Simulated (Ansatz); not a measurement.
# AlAs (model structure, within 0.1 Å of P6₂22, No. 180, 6 atoms in the cell)

Level of theory: PBEsol in Ansatz (PAW).

Settings: plane-wave cutoff 500 eV, 12×12×6 k mesh (along the axes of the cell as run), Fermi–Dirac smearing 0.05 eV, scalar-relativistic PAW data made under PBE.

Cell (relaxed at this level):

```
AlAs
1.0
    3.98022     0.00000     0.00000
   -1.99011     3.44697     0.00000
    0.00000     0.00000     8.92652
Al As
3 3
Cartesian
  1.99102   0.00000   5.95101
 -0.99551   1.72427   2.97551
  0.99460   1.72270   0.00000
  1.99077   0.00000   1.48775
 -0.99538   1.72406   7.43876
  0.99473   1.72292   4.46326
```

For AlAs (model structure, within 0.1 Å of P6₂22, No. 180, 6 atoms in the cell), the band gap is 0.65 eV (on the SCF k mesh).

Spin–orbit coupling is not included.

Computed values are for the static lattice.

It cost very roughly 5 core-minutes of CPU time.

A model structure was made by putting elements into a prototype or built by hand; it is no filed structure, need not be a known phase, and can be a saddle point held by its symmetry.

Ansatz is a first-principles code.
